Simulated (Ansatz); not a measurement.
Take GaSb in the zinc blende structure (space group F-43m, No. 216; a = 6.213 Å) as the base.

Structures relaxed with PBE (Ansatz, a program for electronic structure), no spin-orbit coupling.

Base:

Simulated powder pattern, Cu Kα, λ = 1.54184 Å (kinematic, ideal powder, no thermal factors, no anomalous dispersion; the 10 strongest lines at most, above 2 %, up to 2θ = 90°):

| 2θ (°) | I/Imax (%) | hkl |
|---|---|---|
| 24.82 | 100 | (111) |
| 28.74 | 5.8 | (200) |
| 41.09 | 74 | (220) |
| 48.60 | 48 | (311) |
| 59.51 | 12 | (400) |
| 65.48 | 19 | (331) |
| 67.40 | 2.1 | (420) |
| 74.87 | 24 | (422) |
| 80.29 | 14 | (333) |
| 89.15 | 7.8 | (440) |

After one change:

Simulated powder pattern, Cu Kα, λ = 1.54184 Å (kinematic, ideal powder, no thermal factors, no anomalous dispersion; the 10 strongest lines at most, above 2 %, up to 2θ = 90°):

| 2θ (°) | I/Imax (%) |
|---|---|
| 25.60 | 100 |
| 29.64 | 5.8 |
| 42.42 | 73 |
| 50.20 | 47 |
| 61.55 | 12 |
| 67.77 | 19 |
| 69.78 | 2.0 |
| 77.60 | 24 |
| 83.31 | 14 |

### Question
Which of these changes matches the shifts?
A. isotropic strain −1.50 %
B. isotropic strain −0.50 %
C. isotropic strain −3.00 %
D. isotropic strain +1.50 %

### Answer
C, isotropic strain −3.00 %. Its volume per atom is 27.37 Å³ against 29.99 Å³, and its space group is F-43m (No. 216).

Whether these cells are dynamically stable was not tested. The final runs are not spin-polarised.
